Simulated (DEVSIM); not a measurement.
System: Cr/SiO2/n-Ge capacitor, at 300 K.

| layer (left to right) | material | thickness (nm) | Nd (cm⁻³) |
|---|---|---|---|
| 1 | SiO2 | 2.10 | - |
| 2 | Ge | 6600 | 8e15 |

Metal gate on the left, work function 4.5 eV. Fixed charge at the semiconductor interface 1.2e12 cm⁻² (in units of +e); interface traps 3e11 cm⁻² eV⁻¹, uniform in energy, neutral level at 0.3 of the gap above the valence band.

Constants are typed, rounded textbook-type inputs, not results; the design itself was drawn at random and stands for no fabricated device. Values at 300 K.

```
parameter      SiO2       Ge
-------------  ----  -------
gap (eV)          9    0.664
affinity (eV)   0.9        4
permittivity    3.9       16
Nc (cm⁻³)         -  1.04e19
Nv (cm⁻³)         -     6e18
```

Model (solved in DEVSIM): 1D Poisson equation in equilibrium, Boltzmann statistics, complete ionisation; no quantum confinement or tunnelling. Metal contacts follow the ideal Schottky-Mott rule: no Fermi-level pinning, no interface dipoles.

Task: Give the band bending (positive: bands bend down) and minority sheet density.

Result: 
| Vg (V) | ψs (V) | minority carriers (cm⁻²) |
|---|---|---|
| -0.4 | -0.465 | 1.1e12 |
| -0.25 | -0.402 | 2.1e11 |
| -0.1 | -0.279 | 3.4e9 |
| 0.05 | -0.139 | < 1e8 |
| 0.2 | -0.005 | < 1e8 |
| 0.35 | 0.101 | < 1e8 |
| 0.5 | 0.160 | < 1e8 |
